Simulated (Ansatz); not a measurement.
Abridged Ansatz (a quantum-chemistry and plane-wave program) output:

```
Pseudopotential: Ti, paw, valence charge 12
Pseudopotential: Pb, paw, valence charge 14
Pseudopotential: C, paw, valence charge 4
Pseudopotential: O, paw, valence charge 6
Crystal: 10 atoms, lattice volume = 132.925 Å³
Basis set: ecut = 420 eV, 2593 PW (Γ), exchange–correlation on 90×90×90 points (8 copies of the dense FFT grid, shifted against one another)
Bands: 49, of which v1, the nominal top of the filled ones, is band 39 counted from 1 (38 counted from 0)
Symmetry: 8 space group operations
k-points: 75 of 729 (time reversal used)
Functional: x = pbesol(κ = 0.804, μ = 0.12345679012345678), c = pbesol(β = 0.046)
SCF iter   1: F=—  HF=-20315.926390 eV  |F-HF|=—  |Δ(HF+E_count)|=         —  Δρ=1.51e-2  dr2=2.66e-1  ethr=1.77e-3  ⟨swp⟩=6.0  Hψ=15309  notcnv=0  defer=5
SCF iter   2: F=—  HF=-20315.878776 eV  |F-HF|=—  |Δ(HF+E_count)|=   4.76e-2  Δρ=7.29e-3  dr2=7.28e-2  ethr=3.42e-4  ⟨swp⟩=2.0  Hψ=6126  notcnv=0  defer=210
SCF 1 converged in 12 iterations: F = -20315.866485 eV  dr2 = 1.25e-10
SCF converged after 12 iterations
Free energy (F): -20315.866485 eV
Internal energy: -20315.866483 eV  (E = F + TS)
E sigma→0 (E₀):  -20315.866484 eV
Entropy (-TS):   -0.000002 eV (-0.000 meV/atom)
Fermi energy:    7.927766 eV
--- Forces (eV/Å), atoms counted from 1 ---
  atom   1  Ti    -0.00000000     0.00000000     0.00017006
  atom   2  Ti    -0.00000000     0.00000000     0.00017006
  atom   3  Pb    -0.00000000     0.00000000    -0.00002614
  atom   4  C     -0.00000000     0.00000000     0.00019911
  atom   5  O     -0.00000000     0.00000000    -0.00052240
  atom   6  O      0.00000000    -0.00000000    -0.00052240
  atom   7  O     -0.00017266    -0.00017266     0.00012899
  atom   8  O      0.00017266     0.00017266     0.00012899
  atom   9  O     -0.00017266     0.00017266     0.00012899
  atom  10  O      0.00017266    -0.00017266     0.00012899
--- Stress (GPa, compression-positive) ---
       -0.001038       0.000000       0.000000
        0.000000      -0.001038       0.000000
        0.000000      -0.000000       0.014035
  P = ⅓ Tr σ = 0.0040 GPa (0.040 kbar)
```

Problem. What was computed, and what are the main results?

Solution. Ti2PbCO6, 10 atoms in the cell, with PBEsol in Ansatz (plane waves to 420 eV, PAW, spin-orbit coupling left out). The last SCF converged to F = -20315.866485 eV, or -2031.5866 eV per atom, at a pressure of 0.00 GPa. The total energy compares only with runs of the same code, potentials and settings.

Each cell is one ordered arrangement of few atoms, which overstates ordering effects compared with a random alloy. Spin-orbit coupling, missing from the scalar runs, can matter with Pb. Whether these cells are dynamically stable was not tested. The final runs are not spin-polarised. The cell was made from PbTiO3 by this change: x(C) = 0.5, 10 atoms, I4mm.
